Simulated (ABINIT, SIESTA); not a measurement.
A SIESTA input for a self-consistent single point of Mg2Sn (Fm-3m, 3 atoms in the cell) (DFT, GGA PBEsol, numerical atomic orbitals DZP, PseudoDojo PBEsol standard norm-conserving potentials (rewritten from UPF to PSML)):

```
# files in the folder: Mg.psml Sn.psml (PseudoDojo PBEsol standard)
SystemName  Mg2Sn
SystemLabel mg2sn

NumberOfAtoms                3
NumberOfSpecies              2
%block ChemicalSpeciesLabel
  1 12 Mg
  2 50 Sn
%endblock ChemicalSpeciesLabel
LatticeConstant              4.780998 Ang
%block LatticeVectors
     0.000000000    0.707106759    0.707106759
     0.707106759    0.000000000    0.707106759
     0.707106759    0.707106759    0.000000000
%endblock LatticeVectors
AtomicCoordinatesFormat      Fractional
%block AtomicCoordinatesAndAtomicSpecies
     0.250000000    0.250000000    0.250000000  1
     0.750000000    0.750000000    0.750000000  1
     0.000000000    0.000000000    0.000000000  2
%endblock AtomicCoordinatesAndAtomicSpecies

XC.functional                GGA
XC.authors                   PBEsol
PAO.BasisSize                DZP
PAO.EnergyShift              0.005 Ry
MeshCutoff                   300 Ry
%block kgrid.MonkhorstPack
    9   0   0  0.0
    0   9   0  0.0
    0   0   9  0.0
%endblock kgrid.MonkhorstPack
OccupationFunction           FD
ElectronicTemperature        232.09 K

MaxSCFIterations             150
SCF.Mixer.Method             Pulay
SCF.Mixer.Weight             0.25
SCF.Mixer.History            6
SCF.DM.Tolerance             1.0E-04
Diag.ParallelOverK           true
WriteForces                  true
```

### Question
Give the ABINIT input for the same structure, mesh, smearing and functional.

### Answer
This is the input that was run; spellings and numerical settings could be chosen otherwise.

```
# Mg2Sn, PseudoDojo nc-sr-04 PBEsol standard
pp_dirpath "./"
pseudos "Mg.upf, Sn.upf"
acell 9.0347765374 9.0347765374 9.0347765374
rprim
        -0.0000000000    0.7071067812    0.7071067812
         0.7071067812    0.0000000000    0.7071067812
         0.7071067812    0.7071067812   -0.0000000000
natom 3
ntypat 2
znucl 12 50
typat 1 1 2
xred
         0.2500000000    0.2500000000    0.2500000000
         0.7500000000    0.7500000000    0.7500000000
         0.0000000000    0.0000000000    0.0000000000
ecut 42
occopt 3
tsmear 0.00073499
nband 23
kptopt 1
ngkpt 9 9 9
nshiftk 1
shiftk 0 0 0
nstep 100
tolvrs 1.0e-11
prtwf 0
prtden 0
```

Basis, cutoffs, solver keys and any potentials are the target program's own. This input uses DFT, PBEsol, plane waves, norm-conserving pseudopotentials (PseudoDojo nc-sr-04 PBEsol standard). Both were run: pressure 1.94 GPa in SIESTA and -0.26 in ABINIT.

On ABINIT: the starting cell has typed, rounded lattice constants, without a prior relaxation at this level. Its lattice was rescaled by a random factor within 2.5 % of one.

On SIESTA: the starting cell has typed, rounded lattice constants, without a prior relaxation at this level. Its lattice was rescaled by a random factor within 2.5 % of one. Values carry the incompleteness of an atom-centred basis.
